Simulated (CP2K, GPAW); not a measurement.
A GPAW input for a self-consistent single point of SnS (F-43m, 2 atoms in the cell) (DFT LDA (Perdew-Wang 92), plane waves, GPAW PAW datasets LDA (gpaw-data 1.0.1)):

```python
from ase import Atoms
from ase.units import GPa
from gpaw import GPAW

atoms = Atoms(['Sn', 'S'],
              cell=[[0.000000, 3.265140, 3.265140],
                    [3.265140, 0.000000, 3.265140],
                    [3.265140, 3.265140, 0.000000]],
              scaled_positions=[[0.000000, 0.000000, 0.000000],
                                [0.750000, 0.750000, 0.750000]],
              pbc=True)

calc = GPAW(mode={'name': 'pw', 'ecut': 550},
            xc='LDA',
            kpts=(5, 5, 5),
            occupations={'name': 'methfessel-paxton', 'width': 0.1, 'order': 0},
            nbands=-4,
            convergence={'density': 1e-05, 'energy': 1e-05, 'bands': -2},
            symmetry={'symmorphic': False, 'tolerance': 0.0005},
            maxiter=150,
            txt='-')

atoms.calc = calc

energy = atoms.get_potential_energy()
print('Energy (eV):', round(energy, 6))
forces = atoms.get_forces()
print('Forces (eV/Ang):')
print(forces.round(5))
stress = atoms.get_stress()
print('Stress (GPa, Voigt):', (stress / GPa).round(4))
```

Task: Give the CP2K input for the same structure, mesh, smearing and functional.

Result: One input that does it (others would too):

```
&GLOBAL
  PROJECT scf
  RUN_TYPE ENERGY_FORCE
  PRINT_LEVEL LOW
&END GLOBAL
&FORCE_EVAL
  METHOD Quickstep
  STRESS_TENSOR ANALYTICAL
  &DFT
    BASIS_SET_FILE_NAME BASIS_MOLOPT
    POTENTIAL_FILE_NAME GTH_POTENTIALS
    &QS
      METHOD GPW
      EPS_DEFAULT 1E-10
    &END QS
    &MGRID
      CUTOFF 400
      REL_CUTOFF 60
      NGRIDS 4
    &END MGRID
    &SCF
      SCF_GUESS ATOMIC
      EPS_SCF 1E-6
      MAX_SCF 100
      ADDED_MOS 4
      &DIAGONALIZATION
        ALGORITHM STANDARD
      &END DIAGONALIZATION
      &MIXING
        METHOD BROYDEN_MIXING
        ALPHA 0.3
        NBUFFER 8
      &END MIXING
      &SMEAR ON
        METHOD GAUSSIAN
        SIGMA [eV] 0.1
      &END SMEAR
    &END SCF
    &KPOINTS
      SCHEME MONKHORST-PACK 5 5 5
    &END KPOINTS
    &XC
      &XC_FUNCTIONAL PADE
      &END XC_FUNCTIONAL
    &END XC
    &PRINT
      &MO
        EIGENVALUES T
        OCCUPATION_NUMBERS T
        NDIGITS 8
        FILENAME mo
        &EACH
          QS_SCF 0
        &END EACH
        ADD_LAST NUMERIC
      &END MO
      &MULLIKEN OFF
      &END MULLIKEN
    &END PRINT
  &END DFT
  &SUBSYS
    &CELL
      A 4.61760500 0.00000000 0.00000000
      B 2.30880300 3.99896300 0.00000000
      C 2.30880300 1.33298800 3.77025900
      PERIODIC XYZ
    &END CELL
    &COORD
      SCALED
      Sn       0.00000000     0.00000000     0.00000000
      S        0.75000000     0.75000000     0.75000000
    &END COORD
    &KIND Sn
      BASIS_SET DZVP-MOLOPT-SR-GTH-q4
      POTENTIAL GTH-PADE-q4
    &END KIND
    &KIND S
      BASIS_SET DZVP-MOLOPT-SR-GTH-q6
      POTENTIAL GTH-PADE-q6
    &END KIND
  &END SUBSYS
  &PRINT
    &FORCES ON
    &END FORCES
    &STRESS_TENSOR ON
    &END STRESS_TENSOR
  &END PRINT
&END FORCE_EVAL
```

Basis settings and potentials, where a program has them, do not carry over. This input uses DFT LDA (Pade form), GPW, DZVP-MOLOPT-SR-GTH basis, GTH-PADE potentials (GTH_POTENTIALS). LDA parametrisations can differ slightly between programs. Both were run: pressure -3.05 GPa in GPAW and -2.79 in CP2K; gap on the mesh 0.393 eV in GPAW and 0.339 in CP2K.

On GPAW: the starting cell comes from a database of computed structures (which also holds hypothetical and non-ambient phases and stackings), without a prior relaxation at this level. With a pressure of about -3 GPa the cell is away from its equilibrium volume at this level.

On CP2K: the starting cell comes from a database of computed structures (which also holds hypothetical and non-ambient phases and stackings), without a prior relaxation at this level. Values carry the incompleteness of an atom-centred basis.
